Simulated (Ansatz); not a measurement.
The starting structures come from a database of crystals and need not be the phases stable at ambient conditions.

Consider the following.

```xyz
2
Lattice="4.0043 0.0000 0.0000 -2.0021 3.4678 0.0000 2.0021 -1.1559 3.2695" Properties=species:S:1:pos:R:3 pbc="T T T"
Be     0.0000     0.0000     0.0000
Te     4.0043     0.0000     2.4521
```

Space group of this cell: F-43m, zinc blende. The cell is taken as given.

Computed with r2SCAN (plane waves, PAW; Ansatz, a quantum-chemistry and plane-wave program).

The current runs along the normal of the first two printed vectors; no spin-orbit coupling. Scaled by the factor s: the length along the current (ions clamped). Meshes 10×10×10 and 12×12 across the current in all rows.

| s | mean pressure (GPa) | band gap (eV) |
|---|---|---|
| 0.97 | 1.8 | 2.21 |
| 1.00 | -0.2 | 2.38 |
| 1.03 | -1.7 | ? |

**Question.** Take the slope of the band gap against ln s from the two given rows, extrapolate to s = 1.03, and say what the run there gives.

**Answer.** Slope = (2.21 − 2.38) / ln 0.97 = 5.58 eV. The line gives 2.38 + (5.58) × ln 1.03 = 2.54 eV. The run gives 2.39 eV, 0.15 eV under the line, 94 % of the predicted step.
